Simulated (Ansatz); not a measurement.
Consider the following.

```
BN
1.0
    0.00000     1.70903     1.70903
    1.70903     0.00000     1.70903
    1.70903     1.70903     0.00000
N B
1 1
Cartesian
  2.56354   2.56354   2.56354
  0.00000   0.00000   0.00000
```

No spin polarisation.

Computed with Kohn–Sham DFT with the r2SCAN functional, run in Ansatz (an electronic-structure program) with PAW and 500 eV plane waves, spin-orbit coupling left out. Settings: 16×16×16 k-points, 0.05 eV Fermi–Dirac smearing.

**Question.** Predict the electron mass, band gap and gap character.

**Answer.** The electron mass is 0.82 mₑ along k, 0.28 mₑ across (at X), the band gap is 5.20 eV and the gap character is indirect, Γ → X.

The cells carry an imposed strain or load. Masses are band curvatures over ±0.01 Å⁻¹ around the edge. Along k means along the line from Γ to the band edge. Whether these cells are dynamically stable was not tested. The cell was made from BN in the zinc blende structure (space group F-43m, No. 216) by this change: isotropic strain −5.31 %.
